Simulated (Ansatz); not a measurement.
# Computed paths: Ru-vacancy pair in fcc Ir, neutral cell

Consider Ru-vacancy pair (Ru on one host Ir site, one Ir site vacant) in fcc Ir, neutral cell. These are PBE, PAW (plane waves to 420 eV; Ansatz, a program for electronic structure) values and carry that method's errors.

32-site cell at the relaxed PBE lattice, a 2×2×2 k-point mesh shifted by half a step, smearing 0.10 eV, spin-restricted, no finite-size correction. No zero-point or tunnelling terms. Spin-orbit coupling is left out. Forms of the defect that were not tried may lie lower.

Barriers: single points on a 4×4×4 k-point mesh shifted by half a step at the bands' geometries (they differ from the bands' own by up to 0.22 eV, and are uncertain by about as much).

```csv
Route,Start site over the lowest site run (eV),Hop (Å),Forward barrier (eV),Backward barrier (eV),Neighbours at the start,Neighbours at the saddle,Saddle order,"Forward, on the band's own sampling (eV)"
one Ir atom jumps into the vacancy from a nearby Ir site (Ru-vacancy distance between ideal sites 2.74 Å throughout),0.00,2.69,2.58,2.58,"2 Ir at 2.71, 2 Ir at 2.73, 3 Ir at 2.74, 3 Ir at 2.75; Ru at 2.73 Å","Ir at 2.47, Ir at 2.57, Ir at 2.59, 2 Ir at 2.79; Ru at 2.43 Å","not checked, on a symmetry element",2.36
the Ru atom itself jumps into the vacancy (Ru-vacancy distance between ideal sites 2.74 Å throughout),0.00,2.76,2.70,2.70,"Ir at 2.71, 10 Ir at 2.73 Å","2 Ir at 2.50, 2 Ir at 2.51, 2 Ir at 2.99, 2 Ir at 3.03 Å","not checked, on a symmetry element",2.57
```

Paths come from CI-NEB runs. Of the routes that converged and passed our checks, the lowest saddle point lies 2.58 eV above the lowest of the sites run (one Ir atom jumps into the vacancy from a nearby Ir site (Ru-vacancy distance between ideal sites 2.74 Å throughout)); other sites, such as split forms, and other routes may lie lower. A band can be held on a symmetry element, so unchecked saddle points there may be too high.

The whole set of runs took very roughly 1.5 core-hours.
